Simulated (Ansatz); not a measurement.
We consider SnGeSiC (model structure, Pmm2, No. 25, 4 atoms in the cell), described by LDA (Ansatz, a program for electronic structure, plane waves, PAW).

Numerical settings: plane-wave cutoff 520 eV, 14×14×12 k mesh (along the axes of the cell as run), Fermi–Dirac smearing 0.05 eV, scalar-relativistic PAW data made under PBE.

Cell (relaxed at this level):

```xyz
4
Lattice="3.1568 0.0000 0.0000 0.0000 3.9728 0.0000 0.0000 0.0000 5.5681" Properties=species:S:1:pos:R:3 pbc="T T T"
C      0.0000     0.0000    -0.1545
Si     1.5784     0.0000     0.8471
Ge     1.5784     1.9864     2.1687
Sn     0.0000     1.9864     4.3788
```

Problem. Estimate the bulk modulus that the calculation returns.

Solution. 
bulk modulus: 96.3 GPa

The run finds no gap.

Note: the bulk modulus is −V dP/dV from two relaxed cells at ±2 % in volume; the relaxation could raise the start's symmetry but not lower it, so the cell can be a saddle point.

Spin–orbit coupling is not included; it can open a gap where bands touch, and shift volumes and moduli.

Static lattice: no zero-point or thermal effects.

A model structure was made by putting elements into a prototype or built by hand; it is no filed structure, need not be a known phase, and can be a saddle point held by its symmetry.
